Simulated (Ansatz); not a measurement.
```xyz
4
Lattice="3.1407 0.0000 0.0000 -1.5703 2.7199 0.0000 0.0000 0.0000 5.0379" Properties=species:S:1:pos:R:3 pbc="T T T"
Al     1.5703     0.9066     0.0166
Al     0.0000     1.8133     2.5355
N      1.5703     0.9066     3.1332
N      0.0000     1.8133     0.6142
```

No spin polarisation.

All numbers come from PBE/PAW in Ansatz (a quantum-chemistry and plane-wave program), no spin-orbit coupling. Γ-centred 12×12×7 mesh, Fermi–Dirac width 0.05 eV.

Question: Predict the band gap and valence-band top at Γ.

Answer: The band gap is 3.95 eV. The valence-band top at Γ (three highest levels, from the VBM) is 0.00, -0.19, -0.19 eV.

Load acts through the strain it causes; cell and atoms are relaxed under it. Stability against distortions was not tested. The cell was made from AlN in the wurtzite structure (space group P6_3mc, No. 186) by this change: pressure −2 GPa.
